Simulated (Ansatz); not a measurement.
# Effect of tensor shear ε_xy = +0.86 % on TiC

Consider TiC in the rock salt structure (space group Fm-3m, No. 225; a = 4.328 Å; relaxed with 0.1 eV smearing). Axes: x, y, z lie along the cube axes.

Perturbation: tensor shear ε_xy = +0.86 % (engineering shear γ = 0.0172); the atoms relax in the strained cell.

The values are results of r2SCAN (Ansatz, a program for electronic structure), no spin-orbit coupling, not measurements. Settings: 23×23×23 k-points, 0.1 eV Fermi–Dirac smearing.

The volume per atom stays 10.13 Å³ and the space group becomes Immm (No. 71) (base: Fm-3m (No. 225)). The shortest interatomic distance stays 2.164 Å and the energy goes up by 1.8 meV/atom. The pressure (mean of the normal stresses, compression positive) remains 0.0 GPa and the band gap stays zero. The stress (xx, yy, zz, yz, xz, xy; compression positive) amounts to (0.0, 0.0, 0.0, 0.0, 0.0, -3.2) GPa.

Final structure:

```xyz
2
Lattice="0.0186 2.1639 2.1639 2.1639 0.0186 2.1639 2.1825 2.1825 0.0000" Properties=species:S:1:pos:R:3 pbc="T T T"
Ti     0.0000     0.0000     0.0000
C      2.1825     2.1825     2.1639
```

Cost of the whole job for the changed cell (relaxation, final SCF and bands): around 2.6 core-minutes (rough).

Stability against distortions was not tested. The final runs are not spin-polarised.
